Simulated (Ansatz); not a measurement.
Start from HfO$_{2}$ in the fluorite structure (space group Fm-3m, No. 225).

```yaml
crystal:
  lattice:
    - [0.00000, 2.52945, 2.52945]
    - [2.52945, 0.00000, 2.52945]
    - [2.52945, 2.52945, 0.00000]
  atoms:
    - { symbol: Hf, position: [0.00000, 0.00000, 0.00000] }
    - { symbol: O, position: [0.25000, 0.25000, 0.25000] }
    - { symbol: O, position: [0.75000, 0.75000, 0.75000] }
```

Cartesian axes are those of the cell as printed.

Level of theory: r2SCAN (Ansatz, an electronic-structure program; PAW; 500 eV plane waves; no SOC), earlier PAW set.

Strains are applied to the cell and any free atomic positions relax.

One change was made to it. Results:

The energy grows by 16 meV/atom; the band gap goes up by 0.11 eV to 4.41 eV; the hole mass becomes 0.28 mₑ along k, 2.8 mₑ across (at X) (base: 0.28 mₑ along k, 2.9 mₑ across (at X)).

Task: Which of these changes matches the shifts?
(A) isotropic strain −1.37 %
(B) isotropic strain −0.69 %
(C) strain tensor (xx, yy, zz, yz, xz, xy) = (−0.98, +1.63, −0.68, −1.15, −0.44, +0.31) %

Result: A, isotropic strain −1.37 %. For comparison, the band gap in the other runs: strain tensor (xx, yy, zz, yz, xz, xy) = (−0.98, +1.63, −0.68, −1.15, −0.44, +0.31) % gives 4.15 eV; isotropic strain −0.69 % gives 4.36 eV.

With Hf present, leaving out spin-orbit coupling can change the band edges. Masses are band curvatures over ±0.01 Å⁻¹ around the edge. Along k means along the line from Γ to the band edge. Stability against distortions was not tested. This is not the structure that HfO2 has at room temperature and ambient pressure.
